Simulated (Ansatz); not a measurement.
CsCl-type PdIn, treated with B3LYP (VWN-RPA form) (Ansatz, an electronic-structure program, PAW).

The input as run:

Ansatz 0.2 input:
```yaml
crystal:
  lattice:
    - [3.3595600714, 0.0, 0.0]
    - [0.0, 3.3595600714, 0.0]
    - [0.0, 0.0, 3.3595600714]
  atoms:
    - { symbol: In, position: [0.5, 0.5, 0.5] }
    - { symbol: Pd, position: [0.0, 0.0, 0.0] }
basis:
  ecutwfc: 460
  ecutrho_ratio: 4
  xc_grid: 2
kpoints:
  mp_grid: { grid: [8, 8, 8] }
hamiltonian:
  xc: b3lyp
  dispersion: none
  pseudopotentials: { kind: paw }
scf:
  occupations: { method: fermi_dirac, width: 0.05 }
  convergence: { dr2_threshold: 0.0000000002 }
output:
  forces: true
  stress: true
  eigenvalues: true
```

### Question
How many irreducible k-points, plane waves at Γ does the program set up, and what pressure does the run end with?

### Answer
35 irreducible k-points, 847 plane waves at Γ; P = -2.31 GPa, so the cell is stretched on average and its volume would shrink at this level.

From the output:

```
WARN output.stress: scf.exx.energy_threshold = 1e-6 eV is looser than the 2e-8 eV advised for a stress under a hybrid functional (1e-8 eV for each atom of the …
Crystal: 2 atoms, lattice volume = 37.918 Å³
Basis set: ecut = 460 eV, 847 PW (Γ), exchange–correlation on 48×48×48 points (8 copies of the dense FFT grid, shifted against one another)
Bands: 20, of which v1, the nominal top of the filled ones, is band 16 counted from 1 (15 counted from 0)
Symmetry: 48 space group operations
Space group: Pm-3m (ITA 221), of the structure as read, at distance tolerance 3.4e-5 Å
k-points: 35 of 512
Functional: x = 0.1 slater + 0.9 b88, c = 0.19 vwn_rpa + 0.81 lyp, warm-up for x = 0.08 slater + 0.72 b88 + 0.2 exact, c = 0.19 vwn_rpa + 0.81 lyp
SCF iter   1: F=—  HF=-12593.086890 eV  |F-HF|=—  |Δ(HF+E_count)|=         —  Δρ=8.75e-3  dr2=3.26e-2
SCF iter   2: F=—  HF=-12593.083692 eV  |F-HF|=—  |Δ(HF+E_count)|=   3.20e-3  Δρ=3.54e-3  dr2=3.39e-3
  ...
SCF 1 converged in 7 iterations: F = -12593.084374 eV  dr2 = 5.66e-11
Crystal: 2 atoms, lattice volume = 37.918 Å³
Initial density: handed on by an earlier stage of this run
Functional: x = 0.08 slater + 0.72 b88 + 0.2 exact, c = 0.19 vwn_rpa + 0.81 lyp
SCF 2 converged in 8 iterations: F = -12598.152133 eV  dr2 = 3.64e-11
Crystal: 2 atoms, lattice volume = 37.918 Å³
Crystal: 2 atoms, lattice volume = 37.918 Å³
SCF 4 converged in 11 iterations: F = -12598.169073 eV  dr2 = 1.02e-10
Crystal: 2 atoms, lattice volume = 37.918 Å³
SCF iter   1: F=—  HF=-12598.169073 eV  |F-HF|=—  |Δ(HF+E_count)|=         —  Δρ=4.36e-7  dr2=1.38e-10
SCF iter   2: F=-12598.169073 eV  HF=-12598.169073 eV  |F-HF|=4.00e-11  |Δ(HF+E_count)|=  2.09e-10  Δρ=3.59e-7  dr2=7.29e-11
SCF 5 converged in 2 iterations: F = -12598.169073 eV  dr2 = 7.29e-11
Free energy (F): -12598.169073 eV
Internal energy: -12598.165980 eV  (E = F + TS)
E sigma→0 (E₀):  -12598.167526 eV
Fermi energy:    15.024944 eV
--- Forces (eV/Å), atoms counted from 1 ---
  atom   1  In     0.00000000    -0.00000000     0.00000000
  atom   2  Pd    -0.00000000     0.00000000     0.00000000
--- Stress (GPa, compression-positive) ---
       -2.311764       0.000000      -0.000000
        0.000000      -2.311764       0.000000
        0.000000       0.000000      -2.311764
  P = ⅓ Tr σ = -2.3118 GPa (-23.118 kbar)
```

The cell is one volume of an energy–volume scan, off the minimum.

The PAW data were made under PBE.

Note: the cell is over a tenth larger than the published one (another phase or state, or a fault of the published cell, is possible).

The result took roughly 110 core-seconds.
